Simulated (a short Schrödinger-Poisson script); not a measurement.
Structure: MOS inversion layer, SiO2 on p-type Si(100), at 300 K.

From the gate side: 1.9 nm SiO2; 320 nm Si, acceptors 1.8e18 cm⁻³.

The device is made up for the run: typed textbook-type constants, with dimensions and the other settings drawn at random. SiO2: permittivity 3.9, conduction-band edge (eV) 3.15, gap (eV) 9, electron mass (mₑ) 0.5. Si: permittivity 11.7, conduction-band edge (eV) 0, gap (eV) 1.124, Nv at 300 K (cm⁻³) 3.1e19.

Channel valleys (confinement mass, in-plane density-of-states mass, number): Δ2 0.916, 0.19, 2; Δ4 0.19, 0.417, 4. At the gate the conduction-band edge of layer 1 lies 3.72 eV − eVg above the Fermi level of the channel; the field vanishes at the back. Gaps are held at their typed values at every temperature. Mesh 0.03 nm at interfaces.

Solved with a short Schrödinger-Poisson script written for these runs: 1D Poisson equation in equilibrium, electrons quantum, Hartree (BenDaniel-Duke, 12 states a valley, the channel's in-plane mass for all, wave functions free to enter the dielectric), parabolic valleys, classical holes, full ionisation, no traps, pinning or gate leakage.

```
Vg (V)  electrons (cm⁻²)  C (μF/cm²)  Δ2 E0 (meV from the Fermi level)  Δ4 E0 (meV from the Fermi level)
------  ----------------  ----------  --------------------------------  --------------------------------
0.9               1.32e9       0.332                             214.9                             285.8
1                2.50e10       0.406                             138.2                             211.0
1.1              2.55e11       0.859                              77.3                             152.0
1.2              8.46e11        1.21                              44.7                             121.4
1.3              1.61e12        1.34                              26.0                             104.6
1.4              2.46e12        1.41                              12.9                              93.5
1.5              3.34e12        1.45                               2.7                              85.1
1.6              4.24e12        1.48                              -5.9                              78.4
1.7              5.16e12        1.50                             -13.4                              72.7
1.8              6.10e12        1.51                             -20.2                              67.7
1.9              7.04e12        1.52                             -26.4                              63.2
2                7.99e12        1.53                             -32.2                              59.1
2.1              8.95e12        1.54                             -37.7                              55.3
2.2              9.91e12        1.55                             -42.9                              51.8
2.3              1.09e13        1.56                             -47.8                              48.5
2.4              1.19e13        1.56                             -52.6                              45.4
```

Gate voltages with under 1e9 electrons/cm² are left out.

Problem. At Vg = 2.4 V the lowest Δ2 subband lies at -52.6 meV from the Fermi level. How many electrons does it hold, and what share of all?

Solution. The two-dimensional density of states is g m/(πħ²) = 1.59e11 cm⁻² meV⁻¹ (both spins), kT = 25.9 meV, so n = D kT ln(1 + exp(−E/kT)) = 8.85e12 cm⁻², 0.75 of the 1.19e13 cm⁻² in all.

Problem. Compare the slope of the sheet density between 2.2 and 2.4 V with the geometric capacitance of the layers between gate and channel.

Solution. q Δn/ΔV = 1.59 μF/cm²; ε0/Σ(t/ε) = 1.82 μF/cm². The ratio is 0.88: the channel acts as a further capacitance in series.
